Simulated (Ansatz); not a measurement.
The structure below was relaxed with Kohn–Sham DFT with the PBE functional, run in Ansatz (a program for electronic structure) with PAW and 420 eV plane waves, no spin-orbit coupling, earlier PAW set, at pressure 9 GPa.

```
TiC
1.0
    0.00000     2.14222     2.14222
    2.14222     0.00000     2.14222
    2.14222     2.14222     0.00000
C Ti
1 1
Cartesian
  0.00000   0.00000   0.00000
  2.14222   2.14222   2.14222
```

Task: Find the space group and the Wyckoff positions.

Result: Space group Fm-3m (No. 225); a = 4.2844 Å, b = 4.2844 Å, c = 4.2844 Å, α = 90.00°, β = 90.00°, γ = 90.00°

| atom | site | symmetry | x | y | z |
|---|---|---|---|---|---|
| C | 4a | m-3m | 0.0000 | 0.0000 | 0.0000 |
| Ti | 4b | m-3m | 0.5000 | 0.5000 | 0.5000 |

Task: Describe the coordination.

Result: The crystal has 8 atoms in its conventional cell. Conventional cell: a = 4.2844 Å, b = 4.2844 Å, c = 4.2844 Å, α = 90.00°, β = 90.00°, γ = 90.00°. C sees 6 Ti at 2.142 Å (octahedral). Ti is surrounded by 6 C at 2.142 Å and 12 Ti at 3.030 Å. (Neighbours: up to the widest gap in distance over summed covalent radii, below 1.35, at either atom; cation-cation and far metal-metal contacts left out.)

Load acts through the strain it causes; cell and atoms are relaxed under it. Stability against distortions was not tested. No other phases were tried under pressure. All final runs are without spin polarisation. The cell was made from TiC in the rock salt structure (space group Fm-3m, No. 225) by this change: pressure 9 GPa.
